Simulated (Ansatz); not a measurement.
Levels about the gap of amorphous IGZO (In12Ga6Zn6O33) (57 atoms in a cell of 801 Å³, 5.63 g/cm³; zone centre alone, so wide bands show as single levels with stretches between that a denser mesh fills), at the geometry that PBE relaxed, where it gives -1.5 GPa on a denser mesh. The participation number counts the atoms over which a state spreads; weights are charges in smoothed Voronoi cells. The levels come from a single point, so bond lengths are those of that geometry. Method of the levels: r2SCAN, scalar-relativistic without spin-orbit coupling (Ansatz, a program for electronic structure). Sampling: the zone centre alone; Fermi-Dirac width 0.02 eV; no spin polarisation.

Preparation: random packing, a CHGNet melt and quench, and a DFT relaxation. O atoms were pushed apart under 1.9 Å during the dynamics, to hinder bonds among them. The hot cell started wider than the set density and was brought back towards it in steps. It is the lowest in DFT energy of 2 quenches. It is a model cell: composition and starting density were chosen by hand, and all elements were melted together. No dispersion term was used. Its density started from a set value of 5.63 and ended at 5.63 g/cm³. The quench (nominally 84 K/ps over its main leg) was far faster than any real one, so the model tends to hold more defects than a real film. One small periodic cell is one sample of the glass; other quenches scatter about these values. The volume was held where the preparation left it and the shape relaxed, at a PBE pressure of -1.5 GPa (tension). Stress components on the final sampling reach 1.6 GPa.

```tsv
E - E(highest filled), eV	filling	participation number	largest on	weight O	weight In	weight Zn	weight Ga
-0.30	filled	15.2	O, 3 neighbours	0.91	0.03	0.04	0.01
-0.25	filled	15.3	O, 3 neighbours	0.82	0.03	0.14	0.01
-0.19	filled	22.4	O, 4 neighbours	0.87	0.03	0.09	0.01
-0.17	filled	7.8	O, 3 neighbours	0.85	0.03	0.11	0.01
-0.13	filled	21.2	O, 4 neighbours	0.81	0.03	0.15	0.01
-0.05	filled	8.7	O, 3 neighbours	0.83	0.03	0.13	0.00
0.00	filled	11.3	O, 3 neighbours	0.80	0.02	0.16	0.01
1.25	empty	51.9	In, 5 neighbours	0.51	0.30	0.11	0.09
3.98	empty	29.6	In, 5 neighbours	0.57	0.37	0.04	0.02
4.13	empty	27.1	In, 4 neighbours	0.57	0.36	0.04	0.03
4.18	empty	39.7	In, 5 neighbours	0.58	0.29	0.05	0.07
4.43	empty	24.3	In, 5 neighbours	0.57	0.29	0.09	0.05
4.66	empty	35.0	In, 5 neighbours	0.57	0.18	0.15	0.10
4.76	empty	33.7	In, 5 neighbours	0.55	0.35	0.06	0.04
```

Most localised among these is the filled level at -0.17 eV, on a O atom, which has 3 neighbours (Zn 1.93 Å, In 2.11 Å, In 2.16 Å).
